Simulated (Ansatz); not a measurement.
A computed series for Pt: response to strain

Start from Pt in the fcc (Cu type) structure (space group Fm-3m, No. 225).

```
Pt
1.0
    0.00000     1.97013     1.97013
    1.97013     0.00000     1.97013
    1.97013     1.97013     0.00000
Pt
1
Direct
  0.00000   0.00000   0.00000
```

Cartesian axes are those of the cell as printed.

Strains are applied to the cell and any free atomic positions relax; under biaxial strain the out-of-plane vector relaxes too.

Level of theory: r2SCAN in Ansatz (plane waves to 500 eV, PAW, spin-orbit coupling left out).

Notes on the quantities. pressure: mean of the normal stresses, compression positive; energy relative to the base: free energy F.

| variant | pressure | energy relative to the base | space group | volume per atom |
|---|---|---|---|---|
| base | 0.0 GPa | 0 meV/atom | Fm-3m (No. 225) | 15.29 Å³ |
| biaxial strain −4.01 %, plane normal [001], relaxed out of plane | ? | +45 meV/atom | I4/mmm (No. 139) | ? |
| biaxial strain −2.24 %, plane normal [111], relaxed out of plane | 5.4 GPa | +16 meV/atom | R-3m (No. 166) | 15.05 Å³ |
| isotropic strain −5.98 % | 82.3 GPa | +0.547 eV/atom | Fm-3m (No. 225) | 12.71 Å³ |
| isotropic strain −0.53 % | ? | +3.4 meV/atom | Fm-3m (No. 225) | 15.05 Å³ |
| isotropic strain +1.23 % | -9.0 GPa | +17 meV/atom | Fm-3m (No. 225) | 15.87 Å³ |
| uniaxial strain ε_xx = +1.04 % | -2.7 GPa | +1.7 meV/atom | I4/mmm (No. 139) | 15.45 Å³ |
| uniaxial strain ε_yy = −0.41 % | 1.1 GPa | +0.3 meV/atom | I4/mmm (No. 139) | 15.23 Å³ |
| uniaxial strain ε_yy = +5.45 % | -12.1 GPa | +42 meV/atom | I4/mmm (No. 139) | 16.13 Å³ |
| uniaxial strain ε_zz = +4.75 % | -10.8 GPa | +32 meV/atom | I4/mmm (No. 139) | 16.02 Å³ |

Fill in the withheld entries from the trend.


- biaxial strain −4.01 %, plane normal [001], relaxed out of plane, pressure: 8.6 GPa
- biaxial strain −4.01 %, plane normal [001], relaxed out of plane, volume per atom: 14.92 Å³
- isotropic strain −0.53 %, pressure: 4.5 GPa

Without a gap, meshes like the base's 20×20×20 leave anisotropic stresses uncertain by several tenths of a GPa, and small strain energies with them. No phonon test of stability was made. The final runs are not spin-polarised. Pt lies near a magnetic instability that expansion can trigger; it was not tested.

Ansatz is a quantum-chemistry and plane-wave program.
